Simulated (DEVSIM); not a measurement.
System: abrupt Si n-p junction, at 250 K.

```tsv
layer (left to right)	material	thickness (μm)	Nd (cm⁻³)	Na (cm⁻³)	τn (s)	τp (s)
1	Si	0.980	6.9e15	-	0.00045	0.00045
2	Si	78.0	-	4.2e15	0.00045	0.00045
```

Left contact: ohmic. Right contact: ohmic. Voltage is applied to the left contact. Recombination: SRH at mid-gap, radiative. Mobility is μmin + (μ − μmin)/(1 + (N/Nref)^α).

The device is made up for the run: typed textbook-type constants, with dimensions and the other settings drawn at random. Values at 300 K; Nc and Nv go as T^1.5, mobilities as T to minus their exponent, the gap by Varshni's rule with the affinity fixed.

| parameter | Si |
|---|---|
| gap (eV) | 1.124 |
| affinity (eV) | 4.05 |
| permittivity | 11.7 |
| Nc (cm⁻³) | 2.86e19 |
| Nv (cm⁻³) | 3.1e19 |
| μn (cm²/Vs) | 1417 |
| μp (cm²/Vs) | 470 |
| μn,min | 52 |
| μp,min | 45 |
| Nref,n | 9.7e16 |
| Nref,p | 2.2e17 |
| αn | 0.68 |
| αp | 0.72 |
| T exponent of μn | 2.3 |
| T exponent of μp | 2.2 |
| B (cm³/s) | 4.7e-15 |
| Varshni α (eV/K) | 0.000473 |
| Varshni β (K) | 636 |

Model (solved in DEVSIM): 1D drift-diffusion, Boltzmann statistics, complete ionisation; no tunnelling, impact ionisation, image-force lowering or self-heating.

Task: Tabulate band edges, carrier densities and field at zero bias.

Result: Energies count from the Fermi level of the right contact; mesh points crowd at the junctions.

```json
[
 {"x (μm)": "0.000", "Ec (eV)": "0.174", "Ev (eV)": "-0.963", "n (cm⁻³)": "6.9e15", "p (cm⁻³)": "< 1e2", "field (V/cm)": "≈ 0"},
 {"x (μm)": "0.03641", "Ec (eV)": "0.174", "Ev (eV)": "-0.963", "n (cm⁻³)": "6.9e15", "p (cm⁻³)": "< 1e2", "field (V/cm)": "≈ 0"},
 {"x (μm)": "0.1195", "Ec (eV)": "0.174", "Ev (eV)": "-0.963", "n (cm⁻³)": "6.9e15", "p (cm⁻³)": "< 1e2", "field (V/cm)": "≈ 0"},
 {"x (μm)": "0.3280", "Ec (eV)": "0.174", "Ev (eV)": "-0.963", "n (cm⁻³)": "6.9e15", "p (cm⁻³)": "< 1e2", "field (V/cm)": "≈ 0"},
 {"x (μm)": "0.7680", "Ec (eV)": "0.191", "Ev (eV)": "-0.945", "n (cm⁻³)": "3.0e15", "p (cm⁻³)": "< 1e2", "field (V/cm)": "3500"},
 {"x (μm)": "0.9081", "Ec (eV)": "0.326", "Ev (eV)": "-0.810", "n (cm⁻³)": "5.9e12", "p (cm⁻³)": "1100", "field (V/cm)": "17000"},
 {"x (μm)": "0.9639", "Ec (eV)": "0.436", "Ev (eV)": "-0.701", "n (cm⁻³)": "3.6e10", "p (cm⁻³)": "180000", "field (V/cm)": "23000"},
 {"x (μm)": "1.004", "Ec (eV)": "0.530", "Ev (eV)": "-0.606", "n (cm⁻³)": "4.5e8", "p (cm⁻³)": "1.4e7", "field (V/cm)": "23000"},
 {"x (μm)": "1.079", "Ec (eV)": "0.682", "Ev (eV)": "-0.454", "n (cm⁻³)": "390000", "p (cm⁻³)": "1.7e10", "field (V/cm)": "18000"},
 {"x (μm)": "1.270", "Ec (eV)": "0.906", "Ev (eV)": "-0.230", "n (cm⁻³)": "< 1e2", "p (cm⁻³)": "5.4e14", "field (V/cm)": "5700"},
 {"x (μm)": "1.726", "Ec (eV)": "0.950", "Ev (eV)": "-0.186", "n (cm⁻³)": "< 1e2", "p (cm⁻³)": "4.2e15", "field (V/cm)": "≈ 0"},
 {"x (μm)": "3.574", "Ec (eV)": "0.950", "Ev (eV)": "-0.186", "n (cm⁻³)": "< 1e2", "p (cm⁻³)": "4.2e15", "field (V/cm)": "≈ 0"},
 {"x (μm)": "7.647", "Ec (eV)": "0.950", "Ev (eV)": "-0.186", "n (cm⁻³)": "< 1e2", "p (cm⁻³)": "4.2e15", "field (V/cm)": "≈ 0"},
 {"x (μm)": "18.06", "Ec (eV)": "0.950", "Ev (eV)": "-0.186", "n (cm⁻³)": "< 1e2", "p (cm⁻³)": "4.2e15", "field (V/cm)": "≈ 0"},
 {"x (μm)": "51.97", "Ec (eV)": "0.950", "Ev (eV)": "-0.186", "n (cm⁻³)": "< 1e2", "p (cm⁻³)": "4.2e15", "field (V/cm)": "≈ 0"},
 {"x (μm)": "67.99", "Ec (eV)": "0.950", "Ev (eV)": "-0.186", "n (cm⁻³)": "< 1e2", "p (cm⁻³)": "4.2e15", "field (V/cm)": "≈ 0"},
 {"x (μm)": "74.69", "Ec (eV)": "0.950", "Ev (eV)": "-0.186", "n (cm⁻³)": "< 1e2", "p (cm⁻³)": "4.2e15", "field (V/cm)": "≈ 0"},
 {"x (μm)": "77.25", "Ec (eV)": "0.950", "Ev (eV)": "-0.186", "n (cm⁻³)": "< 1e2", "p (cm⁻³)": "4.2e15", "field (V/cm)": "≈ 0"},
 {"x (μm)": "78.51", "Ec (eV)": "0.950", "Ev (eV)": "-0.186", "n (cm⁻³)": "< 1e2", "p (cm⁻³)": "4.2e15", "field (V/cm)": "≈ 0"},
 {"x (μm)": "78.80", "Ec (eV)": "0.950", "Ev (eV)": "-0.186", "n (cm⁻³)": "< 1e2", "p (cm⁻³)": "4.2e15", "field (V/cm)": "≈ 0"},
 {"x (μm)": "78.92", "Ec (eV)": "0.950", "Ev (eV)": "-0.186", "n (cm⁻³)": "< 1e2", "p (cm⁻³)": "4.2e15", "field (V/cm)": "≈ 0"},
 {"x (μm)": "78.98", "Ec (eV)": "0.950", "Ev (eV)": "-0.186", "n (cm⁻³)": "< 1e2", "p (cm⁻³)": "4.2e15", "field (V/cm)": "≈ 0"}
]
```
